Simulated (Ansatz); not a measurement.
We consider MgAl3N3O (model structure, Pm, No. 6, 8 atoms in the cell), described by PBEsol in Ansatz (plane waves, PAW).

Numerical settings: plane-wave cutoff 520 eV, 8×10×6 k mesh (along the axes of the cell as run), Fermi–Dirac smearing 0.01 eV, scalar-relativistic PAW data made under PBE.

Cell (relaxed at this level):

```cif
data_Al3MgN3O
_chemical_formula_sum 'Mg1 Al3 O1 N3'
_space_group_name_H-M_alt 'P 1'
_space_group_IT_number 1
_cell_length_a 5.04490
_cell_length_b 3.15426
_cell_length_c 5.49703
_cell_angle_alpha 90.000
_cell_angle_beta 90.116
_cell_angle_gamma 90.000
loop_
_space_group_symop_operation_xyz
  'x, y, z'
loop_
_atom_site_label
_atom_site_type_symbol
_atom_site_fract_x
_atom_site_fract_y
_atom_site_fract_z
_atom_site_occupancy
Mg1 Mg 0.48986 0.00000 0.33418 1
Al1 Al 0.01482 0.50000 0.15418 1
O1 O 0.90517 0.00000 0.33432 1
N1 N 0.37082 0.50000 0.15111 1
Al2 Al 0.48662 0.50000 0.83568 1
Al3 Al 0.00732 0.00000 0.67789 1
N2 N 0.87238 0.50000 0.83099 1
N3 N 0.37301 0.00000 0.68164 1
```

### Question
Predict the band gap and bulk modulus B0.

### Answer

- band gap = 1.80 eV (on the SCF k mesh)
- bulk modulus B0 = 164 GPa

Note: the bulk modulus is −V dP/dV from two relaxed cells at ±2 % in volume; the relaxation could raise the start's symmetry but not lower it, so the cell can be a saddle point.

Static lattice: no zero-point or thermal effects.

The result took about 5 core-minutes (a rough figure).

A model structure was made by putting elements into a prototype or built by hand; it is no filed structure, need not be a known phase, and can be a saddle point held by its symmetry.

Ansatz is a first-principles code.
